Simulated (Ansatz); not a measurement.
The reference is Cu in the fcc (Cu type) structure (space group Fm-3m, No. 225; a = 3.630 Å; relaxed with 0.1 eV smearing).

The values are results of PBE in Ansatz (plane waves to 420 eV, PAW, no SOC), not measurements.

Strains are applied to the cell and any free atomic positions relax.

One change was made to it. Results:

The energy rises by 33 meV/atom; the pressure goes from zero to 13.0 GPa.

Task: Which of these changes matches the shifts?
A) isotropic strain −1.00 %
B) isotropic strain +2.50 %
C) isotropic strain +1.50 %
D) isotropic strain −2.50 %
E) isotropic strain +2.00 %

Result: D, isotropic strain −2.50 %. For comparison, the energy relative to the base in the other runs: isotropic strain +2.00 % gives +17 meV/atom; isotropic strain +2.50 % gives +27 meV/atom; isotropic strain +1.50 % gives +10 meV/atom; isotropic strain −1.00 % gives +4.9 meV/atom.

No phonon test of stability was made. All final runs are without spin polarisation.

Ansatz is a program for electronic structure.
